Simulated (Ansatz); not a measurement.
## A computed series for Al2O3: pressure series

Consider Al2O3 in the corundum structure (space group R-3c, No. 167).

Al₂O₃ is taken in the trigonal space group R-3c, hexagonal axes (No. 167), the corundum structure, Pearson symbol hR10. Lattice parameters: a = 4.7292 Å, b = 4.7292 Å, c = 12.8916 Å, α = 90.00°, β = 90.00°, γ = 120.00°. Al on 12c has 3 O at 1.844 Å and 3 O at 1.955 Å (octahedral). O on 18e is coordinated by 2 Al at 1.844 Å and 2 Al at 1.955 Å. (Neighbours: up to the widest gap in distance over summed covalent radii, below 1.35, at either atom; cation-cation and far metal-metal contacts left out.)
(The calculation used a cell of 10 atoms; values per cell refer to that cell.)

Cell and atoms are relaxed at each pressure.

Calculations: LDA (Ansatz, a first-principles code, PAW, no spin-orbit coupling).

| pressure (GPa) | volume per atom (Å³/atom) |
|---|---|
| -2 | 8.389 |
| -1 | 8.356 |
| 0 | 8.323 |
| 0.9 | 8.294 |
| 2.1 | 8.256 |
| 4.5 | ? |
| 15 | 7.897 |
| 22.5 | 7.719 |
| 30 | 7.559 |

### Question
Fit the third-order Birch–Murnaghan form P(V) = (3B₀/2)[(V₀/V)^(7/3) − (V₀/V)^(5/3)]·[1 + (3/4)(B₀′ − 4)((V₀/V)^(2/3) − 1)] (squares taken in P) to the rows shown and predict the withheld row.

### Answer
Least squares on the printed values gives V₀ = 8.323 Å³/atom, B₀ = 257 GPa, B₀′ = 4.0; this predicts 8.183 Å³/atom, and the run gives 8.184 Å³/atom, in agreement.

Load acts through the strain it causes; cell and atoms are relaxed under it. No phonon test of stability was made. No other phases were tried under pressure.
